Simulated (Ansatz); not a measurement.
KTaO$_{3}$ under load (space group P4/mmm): band-edge transport data

Given:

```yaml
crystal:
  lattice:
    - [3.99327, 0.00000, 0.00000]
    - [0.00000, 3.99327, 0.00000]
    - [0.00000, 0.00000, 3.98257]
  atoms:
    - { symbol: K, position: [0.50000, 0.50000, 0.50000] }
    - { symbol: Ta, position: [0.00000, 0.00000, 0.00000] }
    - { symbol: O, position: [0.00000, 0.50000, 0.00000] }
    - { symbol: O, position: [0.50000, 0.00000, 0.00000] }
    - { symbol: O, position: [0.00000, 0.00000, 0.50000] }
```

The numbers are results of PBEsol with spin-orbit coupling, rigid bands (plane waves, PAW; Ansatz, an electronic-structure program), not measurements. Condition of this run: biaxial stress xx = yy = -1 GPa (compression positive) (the target of the relaxation). Geometry: cell and atoms relaxed with PBEsol, then loaded as said.

```json
{
 "band_gap": "1.99 eV",
 "electron conductivity mass (300 K, dilute)": "0.45 (x), 0.45 (y), 0.46 (z) mₑ",
 "hole conductivity mass (300 K, dilute)": "2.0 (x), 2.0 (y), 2.2 (z) mₑ",
 "effective density of states N_c (300 K)": "1.6e19 cm⁻³",
 "effective density of states N_v (300 K)": "3.9e20 cm⁻³",
 "density_of_states_mass_electrons": "0.74 mₑ",
 "density_of_states_mass_holes": "6.3 mₑ",
 "Seebeck coefficient, n-type 1e19 cm⁻³, 300 K": "-275 μV/K",
 "Seebeck coefficient, p-type 1e19 cm⁻³, 300 K": "555 μV/K"
}
```

Rigid bands; masses and Seebeck coefficients take one relaxation time τ for all states and one kind of carrier; polarons and phonon drag are left out.
